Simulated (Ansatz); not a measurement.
Take ZrO2 (space group P4_2/nmc, No. 137; a = 3.621 Å, c = 5.284 Å) as the base.

The values are results of PBE/PAW in Ansatz (an electronic-structure program), no SOC, earlier PAW set, not measurements.

For the base:

The gap character is indirect, k = (0.231, 0.231, 0) in the run's primitive reciprocal basis → Γ and the gap between the host's bands comes out as 4.04 eV.

The change: electron doping at 3.0×10^21 cm⁻³ (0.208 per cell), with a uniform compensating background at fixed cell and a 300 K Fermi–Dirac width.

Task: What happens to the gap character, gap between the host's bands and Fermi level from band edge?

Result: The gap character is still indirect, k = (0.231, 0.231, 0) in the run's primitive reciprocal basis → Γ; the gap between the host's bands grows by 0.072 eV (4.04 eV → 4.12 eV); the Fermi level relative to the doped band's edge (positive inside the band; to 0.05 eV) comes out as +0.40 eV.

Charged cell with a jellium background: band edges are those of the host's band count, energies are not comparable with the neutral cell, and many-body gap narrowing is missing. Whether these cells are dynamically stable was not tested. This is not the structure that ZrO2 has at room temperature and ambient pressure.
